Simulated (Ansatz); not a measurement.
# BP: pressure series

The parent structure is BP in the zinc blende structure (space group F-43m, No. 216).

```xyz
2
Lattice="0.0000 2.2683 2.2683 2.2683 0.0000 2.2683 2.2683 2.2683 0.0000" Properties=species:S:1:pos:R:3 pbc="T T T"
P      3.4024     3.4024     3.4024
B      0.0000     0.0000     0.0000
```

Cell and atoms are relaxed at each pressure.

Computed with Ansatz (an electronic-structure program) r2SCAN, no SOC.

Notes on the quantities. hole mass: degenerate bands, along [100].

```
case              band gap                   hole mass  shortest interatomic distance     density  smallest direct gap
----------------  --------  --------------------------  -----------------------------  ----------  -------------------
base               1.41 eV  0.24, 0.24, 0.32 mₑ (at Γ)                        1.964 Å  2.97 g/cm³              3.60 eV
pressure −2 GPa    1.43 eV  0.24, 0.24, 0.31 mₑ (at Γ)                        1.972 Å  2.94 g/cm³              3.58 eV
pressure −1 GPa    1.42 eV  0.24, 0.24, 0.32 mₑ (at Γ)                        1.968 Å  2.96 g/cm³              3.59 eV
pressure 1.8 GPa   1.40 eV  0.24, 0.24, 0.32 mₑ (at Γ)                        1.958 Å  3.00 g/cm³              3.62 eV
pressure 4.2 GPa   1.38 eV  0.24, 0.24, 0.33 mₑ (at Γ)                        1.949 Å  3.04 g/cm³              3.64 eV
pressure 9 GPa     1.34 eV  0.24, 0.24, 0.34 mₑ (at Γ)                        1.933 Å  3.12 g/cm³              3.68 eV
pressure 18 GPa    1.28 eV  0.23, 0.23, 0.36 mₑ (at Γ)                        1.906 Å  3.25 g/cm³              3.76 eV
pressure 30 GPa    1.19 eV  0.23, 0.23, 0.39 mₑ (at Γ)                        1.877 Å  3.41 g/cm³              3.86 eV
pressure 45 GPa    1.10 eV  0.23, 0.23, 0.41 mₑ (at Γ)                        1.845 Å  3.59 g/cm³              3.98 eV
pressure 60 GPa    1.00 eV  0.22, 0.22, 0.44 mₑ (at Γ)                        1.819 Å  3.75 g/cm³              4.11 eV
```

Load acts through the strain it causes; cell and atoms are relaxed under it. Masses are band curvatures over ±0.01 Å⁻¹ around the edge. Stability against distortions was not tested. No other phases were tried under pressure.
